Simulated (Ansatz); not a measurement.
The parent structure is HfN in the rock salt structure (space group Fm-3m, No. 225; a = 4.502 Å; relaxed with 0.1 eV smearing). Axes: x, y, z lie along the cube axes.

Computed with PBEsol (Ansatz, a first-principles code, PAW, no SOC).

One thing is altered: compressive biaxial strain of 1.50 % in the plane normal to [001], as in epitaxy on a mismatched substrate; the out-of-plane cell vector and the atoms relax.

Question: What does the calculation give for the out-of-plane strain and energy relative to the base after the change?

Answer: The out-of-plane strain amounts to +0.53 %; the energy grows by 12 meV/atom.

No phonon test of stability was made. All final runs are without spin polarisation. An odd electron count without spin: HfN.
